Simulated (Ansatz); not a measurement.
The starting structures come from a database of crystals and need not be the phases stable at ambient conditions.

The decay constant κ of evanescent states in the gap governs leakage through a thin film.

Consider the following.

```
CELL_PARAMETERS angstrom
      5.51985     0.03644     0.00000
      1.31426     7.05388     0.00000
      0.00000     0.00000     5.90336
ATOMIC_POSITIONS crystal
  Cs 0.99125 0.71710 0.25000
  Cs 0.00875 0.28290 0.75000
  H  0.50000 0.00000 0.50000
  H  0.50000 0.00000 0.00000
  S  0.45760 0.75841 0.75000
  S  0.54240 0.24159 0.25000
  O  0.62671 0.11591 0.45827
  O  0.37329 0.88409 0.54173
  O  0.37329 0.88409 0.95827
  O  0.62671 0.11591 0.04173
  O  0.32350 0.60209 0.75000
  O  0.67650 0.39791 0.25000
  O  0.27223 0.29396 0.25000
  O  0.72777 0.70604 0.75000
```

Space group of this cell: P2_1/m. The cell was relaxed by PBE-D3(BJ); by r2SCAN its mean pressure is -2.3 GPa.

Transport runs along the normal of the first two printed cell vectors.

The gap is the functional's own, uncorrected, and κ follows it; spin-orbit coupling is left out. Mid-gap values are interpolated between the computed energies.

Task: Compute, with Ansatz (a quantum-chemistry and plane-wave program) with r2SCAN, the band gap and the smallest decay constant κ at mid-gap.

Result: Gap 6.38 eV on a 6×4×6 mesh; κ = 0.505 1/Å, at the zone centre.
